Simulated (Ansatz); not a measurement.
The parent structure is SnTe in the rock salt structure (space group Fm-3m, No. 225; a = 6.235 Å). Axes: x, y, z lie along the cube axes.

All numbers come from Ansatz (a program for electronic structure) LDA, no SOC.

The change: an isotropic linear strain of −1.00 %, atoms relaxed at fixed cell.

Question: Predict the stress tensor and what it implies for the stiffness.

Answer: Stress of the strained cell less that of the base (GPa, compression positive):
```
   1.63    0.00    0.00
   0.00    1.63    0.00
   0.00    0.00    1.63
```

Then B = −ΔP/(ΔV/V₀) with ΔV/V₀ = -0.0297 gives secant stiffness values (nonlinear terms included at this strain): B ≈ 55 GPa.

As a check, the harmonic strain energy −½ V₀ Δσ:ε is 4.6 meV/atom; the computed energy rise is 4.5 meV/atom.

Whether these cells are dynamically stable was not tested.
